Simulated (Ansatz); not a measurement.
The reference is ZnGeP$_{2}$ in the chalcopyrite structure (space group I-42d, No. 122; a = 5.4242 Å, c = 10.7095 Å).

All numbers come from DFT with PBEsol, PAW potentials and a 420 eV plane-wave cutoff in Ansatz (a first-principles code), without spin-orbit coupling.

For the base:

The gap character is indirect, Γ → M–S (33 % along). The band gap comes out as 1.07 eV. The valence-band top at Γ is 0.00, -0.07, -0.07 eV and the lattice parameter a is 5.424 Å.

Perturbation: As takes the place of P on all its sites; the structure is relaxed again.

**Question.** Predict the new gap character, band gap, valence-band top at Γ and lattice parameter a.

**Answer.** The gap character goes from indirect, Γ → M–S (33 % along) to direct at Γ; the band gap falls by 0.91 eV, from 1.07 eV to 0.16 eV; the valence-band top at Γ (three highest levels, from the VBM) goes from 0.00, -0.07, -0.07 eV to 0.00, -0.08, -0.08 eV; the lattice parameter a goes up by 0.231 Å to 5.655 Å.

No phonon test of stability was made. The zero or small gap of ZnGeAs2 can change with the level of theory.
